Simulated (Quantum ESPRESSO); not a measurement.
Input and output of a self-consistent single point for CdPt (P4mm, 2 atoms in the cell) (Quantum ESPRESSO).

Computed with PBEsol, SSSP 1.1.2 efficiency (PBE) pseudopotentials (plane waves; Quantum ESPRESSO 7.5).

```
CdPt
1.0
    2.97650     0.00000     0.00000
    0.00000     2.97650     0.00000
    0.00000     0.00000     3.83451
Cd Pt
1 1
Direct
  0.00000   0.00000   0.01304
  0.50000   0.50000   0.50000
```

Reference input (self-consistent single point, DFT, PBEsol, plane waves, SSSP 1.1.2 efficiency (PBE) pseudopotentials): ecutwfc = 45 Ry; ecutrho = 360 Ry; occupations = smearing; smearing = fd; degauss = 0.0073499 Ry; input_dft = pbesol; potentials = {Cd: Cd.pbe-dn-rrkjus_psl.0.3.1.UPF, Pt: pt_pbe_v1.4.uspp.F.UPF}; K_POINTS = automatic 7 7 6 0 0 0; conv_thr = 1e-11 Ry; mixing_beta = 0.4. This run's input differs from it in these lines:

```diff
@@ -16,5 +16,3 @@
   ecutrho = 360
-  occupations = 'smearing'
-  smearing = 'fd'
-  degauss = 0.0073499
+  occupations = 'tetrahedra_opt'
   input_dft = 'pbesol'
@@ -32,3 +30,3 @@
 K_POINTS automatic
-7 7 6  0 0 0
+5 5 4  0 0 0
```

Log, with long lists cut:

```
     Self-consistent Calculation

     iteration #  1     ecut=    45.00 Ry     beta= 0.40

     negative rho (up, down):  1.764E-01 0.000E+00

     total energy              =    -331.90587593 Ry
     estimated scf accuracy    <       1.06182093 Ry

     iteration #  2     ecut=    45.00 Ry     beta= 0.40

     negative rho (up, down):  1.777E-01 0.000E+00

     total energy              =    -332.17755371 Ry
     estimated scf accuracy    <       0.25784167 Ry

     iteration #  3     ecut=    45.00 Ry     beta= 0.40

     negative rho (up, down):  1.768E-01 0.000E+00

     total energy              =    -332.22492932 Ry
     estimated scf accuracy    <       0.00447989 Ry

   [... 95 blocks of this kind left out ...]

     iteration # 99     ecut=    45.00 Ry     beta= 0.40

     negative rho (up, down):  1.760E-01 0.000E+00

     total energy              =    -332.22628794 Ry
     estimated scf accuracy    <       0.00000069 Ry

     iteration #100     ecut=    45.00 Ry     beta= 0.40

     negative rho (up, down):  1.760E-01 0.000E+00

     total energy              =    -332.22628794 Ry
     estimated scf accuracy    <       0.00000069 Ry
     End of self-consistent calculation

     convergence NOT achieved after 100 iterations: stopping

   JOB DONE.
```

The run ended unconverged after 100 iterations. 

The starting cell comes from a database of computed structures (which also holds hypothetical and non-ambient phases and stackings), without a prior relaxation at this level. Its lattice was rescaled by up to half a per cent. One atom was moved a little off its site on purpose.

Cost on one core of a shared machine: roughly 2 min.
